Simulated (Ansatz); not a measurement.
**Fermi-surface data of Hf2Cu (I4/mmm)**

Here is the system:

```
CuHf2
1.0
   -1.56877     1.56877     5.50876
    1.56877    -1.56877     5.50876
    1.56877     1.56877    -5.50876
Hf Cu
2 1
Direct
  0.34416   0.34416   0.00000
  0.65584   0.65584   0.00000
  0.00000   0.00000   0.00000
```

Level of theory: PBEsol, rigid bands (plane waves, PAW, scalar-relativistic; Ansatz, an electronic-structure program). Cell: cell and atoms relaxed with PBEsol.

```
Item                                                                Value
------------------------------------  -----------------------------------
density of states at the Fermi level    1.40 states/(eV·cell), both spins
bare Sommerfeld coefficient                     1.10 mJ/(mol of atoms·K²)
Drude plasma energy                          3.9 (x), 3.9 (y), 3.3 (z) eV
root-mean-square Fermi velocity                                 4.6e5 m/s
resistivity times τ                   31 (x), 31 (y), 44 (z) ×10⁻²² Ω·m·s
```

A metal at this level (no band gap); rigid bands, thermally averaged at 300 K, both spins. Spin-orbit coupling is left out, which matters with elements this heavy. τ is one relaxation time for all states.

Formula and space group known from diffraction (Crystallography Open Database), not checked to be the room-temperature form: Hf2Cu (I4/mmm).
